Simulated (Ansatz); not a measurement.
## Effect of isotropic strain −2.00 % on KCl

The parent structure is KCl in the rock salt structure (space group Fm-3m, No. 225; a = 6.381 Å).

The change: the cell is scaled by 0.9800 in all directions, atoms relaxed at fixed cell.

All numbers come from PBE, PAW, 420 eV (Ansatz, a quantum-chemistry and plane-wave program; no spin-orbit coupling). k-mesh 9×9×9 (Γ-centred); smearing 0.05 eV (Fermi–Dirac).

- Space group = Fm-3m (No. 225) (base Fm-3m (No. 225))
- Shortest interatomic distance = 3.127 Å (base 3.191 Å)
- Energy relative to the base (free energy F) = +6.4 meV/atom
- Band gap = 5.25 eV (base 5.05 eV)
- Gap character = direct at Γ (base direct at Γ)
- Mean gap deformation potential ΔEg/Δln V = -3.4 eV
- Width of the top valence band = 0.48 eV (base 0.45 eV)
- Electron mass = 0.44 mₑ (at Γ) (base 0.45 mₑ (at Γ))
- Valley order (the lowest conduction-band minima on the path, energy above the VBM, named in the base's zone) = Γ 5.25 eV; X along ⟨100⟩ 6.51 eV (base Γ 5.05 eV; X along ⟨100⟩ 6.56 eV)

Final structure:

```
CELL_PARAMETERS angstrom
      0.00000     3.12690     3.12690
      3.12690     0.00000     3.12690
      3.12690     3.12690     0.00000
ATOMIC_POSITIONS crystal
  K  0.00000 0.00000 0.00000
  Cl 0.50000 0.50000 0.50000
```

Effective masses come from finite differences of ±0.01 Å⁻¹. No phonon test of stability was made.
